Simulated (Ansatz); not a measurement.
Sc₂C (model structure, started from the Ca2N type, R-3m, No. 166, 3 atoms in the cell)

The numbers are results of PBEsol (PAW; Ansatz, a first-principles code), not measurements.

Numerical settings: plane-wave cutoff 520 eV, 20×20×20 k mesh, Fermi–Dirac smearing 0.05 eV, scalar-relativistic PAW data made under PBE.

Cell (relaxed at this level):

```cif
data_CSc2
_chemical_formula_sum 'Sc2 C1'
_space_group_name_H-M_alt 'P 1'
_space_group_IT_number 1
_cell_length_a 5.81431
_cell_length_b 5.81431
_cell_length_c 5.81431
_cell_angle_alpha 32.956
_cell_angle_beta 32.956
_cell_angle_gamma 32.956
loop_
_space_group_symop_operation_xyz
  'x, y, z'
loop_
_atom_site_label
_atom_site_type_symbol
_atom_site_fract_x
_atom_site_fract_y
_atom_site_fract_z
_atom_site_occupancy
Sc1 Sc 0.74080 0.74080 0.74080 1
Sc2 Sc 0.25920 0.25920 0.25920 1
C1 C 0.00000 0.00000 0.00000 1
```

| Quantity | Value |
|---|---|
| band gap | none |

Note: the relaxation could raise the start's symmetry but not lower it, so the cell can be a saddle point; the cell has widely spaced layers and the level no dispersion term, so their spacing and the moduli can rest on weak binding.

The computed numbers hold no vibrational or temperature effects.

Cost on a shared machine: roughly 7 core-minutes.

A model structure was made by putting elements into a prototype or built by hand; it is no filed structure, need not be a known phase, and can be a saddle point held by its symmetry.
